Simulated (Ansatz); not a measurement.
Structures of equal composition on the (111) surface of fcc Al: a pseudomorphic layer of Sc in the host's stacking; a pseudomorphic layer of Sc in the other hollow. The slabs share one bottom face, and each structure is named by its start. These are constructed structures in small cells; real faces may alloy, dewet or reconstruct in larger ones, and not all known structures of the face are among them. Slabs of about 12 Å, Fermi-Dirac smearing of 0.1 eV. Bottom of the slabs: a bare face, its two planes held. Relaxed from the named starts with such symmetry as they have, on meshes of like density; energies extrapolated to zero smearing; spin only where a row says so; no spin-orbit coupling, no U. Brackets mark spin-polarised runs, whose order is one that fits the cell.

The numbers are results of PBE (plane waves to 420 eV, PAW; Ansatz, a program for electronic structure), not measurements.

Task: Rank these by energy per 1x1 cell (lowest first), as PBE gives it.

Result: a pseudomorphic layer of Sc in the other hollow (0.000 eV), a pseudomorphic layer of Sc in the host's stacking (0.029 eV)
